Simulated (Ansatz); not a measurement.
hypothetical CdI2 type MnF2 with two functionals, pressure 50 GPa

Base system: MnF₂ in the CdI2 type structure (space group P-3m1, No. 164; a = 3.328 Å, c = 4.281 Å; ferromagnetic; a hypothetical phase, not in the database extracts checked; layered, stacked along the Cartesian z axis).

(Cell as relaxed with PBE-D3(BJ).)

Levels (all Ansatz, a quantum-chemistry and plane-wave program, PAW): PBE-D3(BJ) (420 eV, spin-orbit coupling left out); PBEsol-D3(BJ) (420 eV, spin-orbit coupling left out).

Each level relaxes its own structure.

```
base                 PBE-D3(BJ)  PBEsol-D3(BJ)
-------------------  ----------  -------------
volume per atom        13.69 Å³       12.91 Å³
lattice parameter a    332.8 pm       328.0 pm
band gap                1.70 eV        1.46 eV
largest site moment     4.21 μB        4.17 μB
```

Perturbation: a hydrostatic pressure of 50 GPa.

```
quantity         PBE-D3(BJ)  PBEsol-D3(BJ)
---------------  ----------  -------------
volume per atom     8.69 Å³     (withheld)
band gap               zero     (withheld)
c/a ratio             0.881     (withheld)
```

Given the PBE-D3(BJ) results, estimate those of PBEsol-D3(BJ).


- volume per atom, PBEsol-D3(BJ): 8.03 Å³
- band gap, PBEsol-D3(BJ): zero
- c/a ratio, PBEsol-D3(BJ): 0.804

PBE-D3(BJ)'s volume per atom lies 0.66 Å³ above PBEsol-D3(BJ)'s (8.2 %); PBE-D3(BJ)'s c/a ratio lies 0.0778 above PBEsol-D3(BJ)'s; the two agree on the band gap. The two levels end in clearly different cell shapes (a soft spacing or a collapse), which may drive these differences. Neither level is exact; PBEsol-D3(BJ) is the comparison here, not a measurement.

The mesh was chosen for an insulator and is coarse for the gapless case. From pressure 50 GPa on, the axis ratios lie over 15 % from the base's, so the cell there is far from its starting form. Load acts through the strain it causes; cell and atoms are relaxed under it. Stability against distortions was not tested. No other phases were tried under pressure. No Hubbard U is applied and the magnetic state is the run's own (MnF2 ferromagnetic); small cells can't hold the antiferromagnetic order that many such compounds have, so gaps and moments can be off. The D3 term's C6 switches between coordination references near this geometry, which can add small steps to energies.
